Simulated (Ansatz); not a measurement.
Consider CuCl in the zinc blende structure (space group F-43m, No. 216; a = 5.290 Å).

The values are results of PBEsol (Ansatz, an electronic-structure program; PAW; 420 eV plane waves; spin-orbit coupling left out), not measurements.

Carriers are added at fixed cell with a uniform background; the Fermi–Dirac width is that of 300 K.

One change was made to it. Results:

The gap between the host's bands falls by 0.09 eV (0.55 eV → 0.46 eV); the gap character is still direct at Γ; the Fermi level relative to the doped band's edge (positive inside the band; to 0.05 eV) is +2.00 eV.

Problem. Name the change that was made.
(A) electrons 5.0×10^21 cm⁻³
(B) holes 2.0×10^21 cm⁻³
(C) electrons 5.0×10^20 cm⁻³
(D) electrons 7.0×10^21 cm⁻³
(E) holes 7.0×10^21 cm⁻³

Solution. A, electrons 5.0×10^21 cm⁻³. For comparison, the Fermi level from band edge in the other runs: electrons 7.0×10^21 cm⁻³ gives +2.25 eV; holes 7.0×10^21 cm⁻³ gives +0.30 eV; electrons 5.0×10^20 cm⁻³ gives +0.70 eV; holes 2.0×10^21 cm⁻³ gives +0.15 eV.

Charged cell with a jellium background: band edges are those of the host's band count, energies are not comparable with the neutral cell, and many-body gap narrowing is missing. No phonon test of stability was made. No Hubbard U is applied. All final runs are without spin polarisation.
